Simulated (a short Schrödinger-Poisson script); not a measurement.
Structure: MOS inversion layer, SiO2 on p-type GaAs, at 400 K.

```tsv
layer	material	thickness (nm)	Na (cm⁻³)
1	SiO2	2.9	-
2	GaAs	570	7.5e17
```

The device is made up for the run: typed textbook-type constants, with dimensions and the other settings drawn at random. SiO2: permittivity 3.9, conduction-band edge (eV) 3.17, gap (eV) 9, electron mass (mₑ) 0.5. GaAs: permittivity 12.9, conduction-band edge (eV) 0, gap (eV) 1.424, Nv at 300 K (cm⁻³) 9e18.

Channel valleys (confinement mass, in-plane density-of-states mass, number): Γ 0.067, 0.067, 1. At the gate the conduction-band edge of layer 1 lies 3.73 eV − eVg above the Fermi level of the channel; the field vanishes at the back. Gaps are held at their typed values at every temperature. Mesh 0.03 nm at interfaces.

Solved with a short Schrödinger-Poisson script written for these runs: 1D Poisson equation in equilibrium, electrons classical, Fermi-Dirac, parabolic valleys, classical holes, full ionisation, no traps, pinning or gate leakage.

The same stack at other levels of the model or other numerical settings:

```
run                                                                  sheet density of all electrons at Vg = 2.5 V (cm⁻²)  sheet density of all electrons at Vg = 1.3 V (cm⁻²)  capacitance at Vg = 2.5 V (μF/cm²)  centroid of the channel electrons at Vg = 2.5 V (nm)  rough cost against the base
-------------------------------------------------------------------  ---------------------------------------------------  ---------------------------------------------------  ----------------------------------  ----------------------------------------------------  ---------------------------
base                                                                                                             6.31e12                                              5.50e11                               0.876                                                  1.79                      about 1
electrons treated as classical, Boltzmann                                                                        8.90e12                                                  ___                                1.14                                                  0.44                          0.2
electrons treated as quantum, Hartree                                                                            5.35e12                                              8.04e10                               0.821                                                  3.04                            3
electrons treated as quantum, Hartree plus LDA exchange-correlation                                              5.50e12                                                  ___                               0.828                                                  3.00                            4
mesh six times as coarse                                                                                         6.25e12                                              5.32e11                               0.871                                                   ___                          0.3
```

Some entries are withheld; supply them.


- mesh six times as coarse, centroid of the channel electrons at Vg = 2.5 V (nm): 1.86
- electrons treated as quantum, Hartree plus LDA exchange-correlation, sheet density of all electrons at Vg = 1.3 V (cm⁻²): 9.26e10
- electrons treated as classical, Boltzmann, sheet density of all electrons at Vg = 1.3 V (cm⁻²): 8.49e11

The classical rows ignore confinement, and Boltzmann statistics overrate the density once the band edge passes the Fermi level.

Above a few 1e12 electrons/cm² a light Γ valley is non-parabolic and upper valleys begin to fill, which the model leaves out.
